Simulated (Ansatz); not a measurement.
**fcc Pd (0 0 1) on zinc-blende ZnS (0 0 1) (film strained to the substrate, started from cuts of the bulks and a machine-learned relaxation; slabs S6Zn5 and Pd12, which can lie off the formulas)**

A periodic stack without vacuum, fcc Pd (0 0 1) on zinc-blende ZnS (0 0 1) (film strained to the substrate, started from cuts of the bulks and a machine-learned relaxation; slabs S6Zn5 and Pd12, which can lie off the formulas): substrate slab S6Zn5, film Pd12, surface cells [[1, 0], [1, 1]] and [[0, -1], [2, 1]], film strained by -2.4 and -2.4 %, outermost planes S/S and Pd/Pd as cut, which need not be the usual terminations and can put a slab off its formula.

The start was prepared with a machine-learned potential, and the result is one local minimum, with the in-plane cell held and forces under 0.04 eV/Å; the film can end far from its bulk form.

All values below come from PBE (plane waves to 420 eV, PAW; Ansatz, a quantum-chemistry and plane-wave program). Scalar-relativistic, without spin–orbit coupling; the runs are not spin-polarised; PBE gaps are too small against experiment. Its k-point mesh 8×8×1, Fermi–Dirac width 0.05 eV.

```
Item                                                                                       Result
--------------------------------------------------------------------------------  ---------------
interface area                                                                            14.8 Å²
period                                                                                    27.32 Å
heights between the nearest atoms of the two slabs at the two interfaces          1.39 and 1.86 Å
Pd–S contacts across the interfaces within 1.22 times the sum of covalent radii    6, mean 2.41 Å
Pd–Zn contacts across the interfaces within 1.22 times the sum of covalent radii   1, mean 3.07 Å
hole barrier (PBE, at the middle of a substrate layer that carries a field)               1.26 eV
electron barrier (PBE, at the middle of a substrate layer that carries a field)           0.76 eV
slope of the mean potential energy in the substrate                                -4.1 MV/cm × e
```

```xyz
23
Lattice="3.8495 0.0006 -0.0460 0.0000 3.8491 -0.1079 -0.6738 -0.1611 27.3494" Properties=species:S:1:pos:R:3 pbc="T T T"
S     -0.4512     1.5054     3.6655
S      1.3954     3.3547     0.8801
S     -0.3903     1.6594     9.1082
S      1.5036     3.5073     6.3104
S     -0.3347     1.8130    14.5810
S      1.5663     3.6606    11.7542
Zn    -0.4385     3.4678     4.9578
Zn     1.4632     1.4719     2.2595
Zn    -0.3760     3.6223    10.3993
Zn     1.5194     1.6211     7.7087
Zn     1.5654     1.7734    13.1430
Pd     3.4972     1.9188    18.1203
Pd     1.5747    -0.0026    18.2712
Pd     1.5542     1.8611    16.2118
Pd     3.4644    -0.0710    15.9836
Pd     3.5485     2.0413    22.2521
Pd     1.6257     0.1179    22.3111
Pd     1.5964     1.9796    20.2202
Pd     3.5239     0.0522    20.2580
Pd     3.5809     2.1432    26.3570
Pd     1.7171     0.2457    26.4403
Pd     1.6545     2.0929    24.3072
Pd     3.5748     0.1854    24.3446
```
